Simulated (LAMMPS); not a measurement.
An MD run on a free-standing liquid film of CoAl, 2430 atoms, at 2180 K.

Model: classical MD, pair style eam/alloy, file CoAl.eam.alloy; code LAMMPS.

Problem. Estimate the excess potential energy of the surface, the surface tension, the number density in the middle for this model.

Solution. excess potential energy of the surface: 1.2 J/m²; surface tension: 0.82 ± 0.03 N/m; number density in the middle: 0.0659 Å⁻³.
